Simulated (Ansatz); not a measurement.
Ru under a change: uniaxial strain ε_zz = −1.50 %

The reference is Ru in the hcp (Mg type) structure (space group P6_3/mmc, No. 194; a = 2.704 Å, c = 4.263 Å; relaxed with 0.1 eV smearing). Axes: x lies along a and z along c of the hexagonal cell.

It is then changed as follows: uniaxial strain ε_zz = −1.50 %, all other strain components held at zero; the atoms relax in the strained cell.

Method: r2SCAN/PAW in Ansatz (a program for electronic structure), no SOC. Settings: 24×24×14 k-points, 0.1 eV Fermi–Dirac smearing.

```csv
quantity,base,changed,shift
volume per atom,13.50 Å³,13.30 Å³,-0.20 Å³
space group,P6_3/mmc (No. 194),P6_3/mmc (No. 194),–
shortest interatomic distance,2.642 Å,2.616 Å,-0.026 Å
energy relative to the base (free energy F),0 meV/atom,+6.7 meV/atom,+6.7 meV/atom
"pressure (mean of the normal stresses, compression positive)",0.0 GPa,5.6 GPa,+5.6 GPa
band gap,zero,zero,–
"stress (xx, yy, zz, yz, xz, xy; compression positive)",–,"(3.0, 3.0, 10.9, 0.0, 0.0, 0.0) GPa",–
```

Final structure:

```
Ru
1.0
    2.70429     0.00000     0.00000
   -1.35214     2.34198     0.00000
    0.00000     0.00000     4.19896
Ru
2
Direct
  0.66667   0.33333   0.75000
  0.33333   0.66667   0.25000
```

Stability against distortions was not tested. All final runs are without spin polarisation.
